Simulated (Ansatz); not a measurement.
Take AgCl in the rock salt structure (space group Fm-3m, No. 225; a = 5.447 Å) as the base. Axes: x, y, z lie along the cube axes.

Computed with Ansatz (a first-principles code) PBEsol, spin-orbit coupling left out.

Base values:

| Item | Value |
|---|---|
| Valley order | Γ 0.72 eV; X along ⟨100⟩ 2.13 eV |

Perturbation: tensor shear ε_xy = +1.14 % (engineering shear γ = 0.0228), atoms relaxed at fixed cell.

Problem. Estimate the effect on the valley order and energy relative to the base.

Solution. The valley order (the lowest conduction-band minima on the path, energy above the VBM, named in the base's zone) goes from Γ 0.72 eV; X along ⟨100⟩ 2.13 eV to Γ 0.70 eV; X along [001] 2.11 eV; X along [100] 2.11 eV; the energy hardly moves.

The levels and masses belong to the bands next to the band gap. The cells carry an imposed strain or load. Whether these cells are dynamically stable was not tested.
